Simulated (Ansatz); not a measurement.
The reference is MgS in the rock salt structure (space group Fm-3m, No. 225; a = 5.182 Å). Axes: x, y, z lie along the cube axes.

Perturbation: uniaxial stress, 3 GPa tension along x; all other stress components relax to zero.

Levels (all Ansatz, a quantum-chemistry and plane-wave program, PAW): PBEsol (420 eV, no spin-orbit coupling); r2SCAN (500 eV, without spin-orbit coupling); HSE06 (420 eV, no SOC).

At the geometry relaxed with PBEsol, these levels gave the following band gaps, in shuffled order: (a) 2.57 eV, (b) 3.33 eV, (c) 3.66 eV.

### Question
Match each gap to its level.

### Answer
(a) PBEsol; (b) r2SCAN; (c) HSE06.

Single points use the geometry relaxed with PBEsol. HSE06 gaps are upper bounds (no full band path). Load acts through the strain it causes; cell and atoms are relaxed under it. Beyond what the load breaks, stability against distortions was not tested.
